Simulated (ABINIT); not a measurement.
Band structure of InSb (F-43m, 2 atoms in the cell).

```yaml
crystal:
  lattice:
    - [0.00000, 3.24000, 3.24000]
    - [3.24000, 0.00000, 3.24000]
    - [3.24000, 3.24000, 0.00000]
  atoms:
    - { symbol: In, position: [0.00000, 0.00000, 0.00000] }
    - { symbol: Sb, position: [0.25000, 0.25000, 0.25000] }
```

Level of theory: PBE, PAW (JTH v2.0 PBE PAW) (plane waves; ABINIT 10.0.3).

Settings: pseudos = [In.GGA_PBE-JTH.xml, Sb.GGA_PBE-JTH.xml]; ecut = 20 Ha; pawecutdg = 40 Ha; occopt = 3; tsmear = 0.05 eV; ngkpt = 6 6 6; nshiftk = 1; shiftk = 0 0 0; potentials = JTH v2.0 PBE PAW; kptopt = 1; nstep = 50; toldfe1 = 1e-09 Ha; ndtset = 2.

The starting cell has typed, rounded lattice constants, without a prior relaxation at this level. Spin-orbit coupling is off. The run gives no clean gap (levels at the Fermi energy touch, overlap or are partly filled at this smearing), which alone does not show that the compound is a metal.

These are the values that this program gave, and no reference: the one-centre exchange-correlation terms come from a truncated expansion.

Levels in eV from the Fermi level, bands 11 to 18:
```tsv
point	11	12	13	14	15	16	17	18
Γ	-10.76	-0.25	-0.04	-0.04	-0.04	2.93	2.93	2.93
X	-8.79	-5.95	-2.30	-2.30	1.30	1.32	8.12	8.12
W	-8.75	-5.84	-2.90	-2.77	3.46	3.96	4.20	4.92
K	-8.83	-5.81	-3.16	-1.96	1.58	3.66	6.24	6.41
L	-9.40	-5.65	-1.04	-1.04	0.49	3.79	3.79	6.07
U	-8.83	-5.81	-3.16	-1.96	1.58	3.66	6.24	6.41
```

Bands cross the Fermi level along this path, so the cell is metallic at this level.
